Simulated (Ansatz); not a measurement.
Ansatz (a program for electronic structure) run on TiAl₃ (I4/mmm, 4 atoms in the cell): zone-centre phonon calculation.

Computed with LDA (PW92), default PAW files made with PBE (plane waves; Ansatz).

```xyz
4
Lattice="-1.9054 1.9054 4.2678 1.9054 -1.9054 4.2678 1.9054 1.9054 -4.2678" Properties=species:S:1:pos:R:3 pbc="T T T"
Ti     0.0000     0.0000     0.0000
Al     0.0000     0.0000     4.2678
Al     0.0000     1.9054     2.1339
Al     1.9054     0.0000     2.1339
```

Reference input (self-consistent single point, DFT, LDA (PW92), plane waves, default PAW files made with PBE): basis.ecutwfc = 420 eV; kpoints.mp_grid.grid = 12 12 12; hamiltonian.xc = lda; hamiltonian.pseudopotentials = {kind: paw} (the program's default PAW files); scf.occupations.method = gaussian; scf.occupations.width = 0.1 eV. This run's input differs from it in these lines:

```diff
@@ -20,6 +20,5 @@
   occupations: { method: gaussian, width: 0.1 }
-output:
-  forces: true
-  eigenvalues: true
-  stress: true
+  convergence: { dr2_threshold: 1.0e-09 eV }
+phonons:
+  method: dfpt
```

Output, abridged:

```
SCF iter   1: F=—  HF=-3990.599472 eV  |F-HF|=—  |Δ(HF+E_count)|=         —  Δρ=4.31e-3  dr2=8.16e-3  ethr=1.77e-3  ⟨swp⟩=5.4  Hψ=24345  notcnv=0
all-band conjugate gradients solve this SCF's bands
preconditioner: auto → Kerker (q_TF=auto, 2.278 Å⁻¹)
SCF iter   2: F=—  HF=-3990.597928 eV  |F-HF|=—  |Δ(HF+E_count)|=   1.54e-3  Δρ=2.48e-3  dr2=3.11e-3  ethr=3.89e-5  ⟨swp⟩=1.0  Hψ=6440  notcnv=0
SCF iter   3: F=—  HF=-3990.597126 eV  |F-HF|=—  |Δ(HF+E_count)|=   8.02e-4  Δρ=3.41e-4  dr2=9.48e-5  ethr=1.48e-5  ⟨swp⟩=2.1  Hψ=5925  notcnv=0
SCF iter   4: F=—  HF=-3990.597089 eV  |F-HF|=—  |Δ(HF+E_count)|=   3.64e-5  Δρ=5.76e-5  dr2=1.37e-6  ethr=4.51e-7  ⟨swp⟩=2.2  Hψ=5929  notcnv=0
SCF iter   5: F=—  HF=-3990.597090 eV  |F-HF|=—  |Δ(HF+E_count)|=   5.75e-7  Δρ=1.30e-5  dr2=1.36e-7  ethr=6.54e-9  ⟨swp⟩=2.4  Hψ=6955  notcnv=0
SCF iter   6: F=—  HF=-3990.597090 eV  |F-HF|=—  |Δ(HF+E_count)|=   2.78e-8  Δρ=2.76e-6  dr2=8.82e-9  ethr=6.46e-10  ⟨swp⟩=2.1  Hψ=5182  notcnv=0
SCF iter   7: F=-3990.597090 eV  HF=-3990.597090 eV  |F-HF|=2.98e-10  |Δ(HF+E_count)|=   1.16e-9  Δρ=5.88e-7  dr2=3.93e-10  ethr=4.76e-12  ⟨swp⟩=6.4  Hψ=17854  notcnv=0
SCF 1 converged in 7 iterations: F = -3990.597090 eV  dr2 = 3.93e-10
DFPT response loops at Γ: preconditioner auto → Kerker (q_TF=auto, 2.278 Å⁻¹) (partly filled bands, converged f_vac=0.000) …
Free energy (F): -3990.597090 eV
Internal energy: -3990.588268 eV  (E = F + TS)
E sigma→0 (E₀):  -3990.592679 eV
Entropy (-TS):   -0.008822 eV (-2.206 meV/atom)
Fermi energy:    9.552746 eV
--- Phonons (Γ-DFPT): 6 representative perturbations + reference, on 280 of 1728 k-points (Σ response iterations 24) ---
  k mesh reduced under 4 symmetry operations, with k and −k counted as one. Each operation leaves every solved displacement unchanged or reverses it
  ASR residual: 4.222e-4 → 0.000e0 eV/Å²; symmetrization residual: 6.034e-7 eV/Å²
  ASR residual per site (eV/Å²): 4.22e-4 9.47e-5 4.56e-5 4.56e-5
  Γ frequencies (cm⁻¹): 0.00 0.00 0.00 198.35 221.51 221.51 252.42 319.70 332.67 332.67 342.02 342.02
  non-analytic LO–TO correction: not included (Born effective charges unavailable; polar crystals: no LO–TO splitting at Γ)
```

The run converged in 7 iterations. 

Summary of the result:
- Free energy E − TS (on the zero of these files): -3990.5971 eV
- Fermi level (on the code's own zero): 9.55 eV
- Zone-centre frequencies (cm⁻¹; negative means imaginary): 0, 0, 0, 198, 222, 222, 252, 320, 333, 333, 342, 342

The starting cell comes from a database of computed structures (which also holds hypothetical and non-ambient phases and stackings), without a prior relaxation at this level. Its lattice was rescaled by up to half a per cent. Spin polarisation is off.

Cost on one core of a shared machine: roughly 3 min.

Keys are those of Ansatz 0.2.
